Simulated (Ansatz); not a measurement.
The reference is MgS in the rock salt structure (space group Fm-3m, No. 225; a = 5.182 Å). Axes: x, y, z lie along the cube axes.

It is then changed as follows: biaxial strain +0.99 %, plane normal [110], relaxed out of plane (Cartesian); in-plane vectors clamped, the third vector and the atoms free.

Levels (all Ansatz, a program for electronic structure, PAW): PBEsol (420 eV, no spin-orbit coupling); r2SCAN (500 eV, no spin-orbit coupling).

The geometry is relaxed with PBEsol.

- PBEsol pressure = -1.08 GPa
- PBEsol lowest conduction level above the VBM at special points = T 2.63 eV; X 2.66 eV; Γ 3.51 eV; F₂ 3.73 eV
- PBEsol smallest direct gap = 3.51 eV
- PBEsol electron mass = 0.52 mₑ along k, 0.29 mₑ across (at T)

Q: Predict the pressure, lowest conduction level above the VBM at special points, smallest direct gap and electron mass from r2SCAN.

A: The pressure goes up by 0.916 GPa, from -1.08 GPa to -0.17 GPa; the lowest conduction level above the VBM at special points goes from T 2.63 eV; X 2.66 eV; Γ 3.51 eV; F₂ 3.73 eV to T 3.38 eV; X 3.41 eV; Γ 4.56 eV; F₂ 4.47 eV; the smallest direct gap increases by 1.041 eV to 4.56 eV; the electron mass goes from 0.52 mₑ along k, 0.29 mₑ across (at T) to 0.52 mₑ along k, 0.30 mₑ across (at T).

A biaxial case was relaxed in a doubled cell and then solved in the primitive one. Single points use the geometry relaxed with PBEsol. Their cutoffs differ, which shifts pressures a little. Effective masses come from finite differences of ±0.01 Å⁻¹. Along k means along the line from Γ to the band edge. No phonon test of stability was made. Labels are those of the standard path for the cell's own space group.
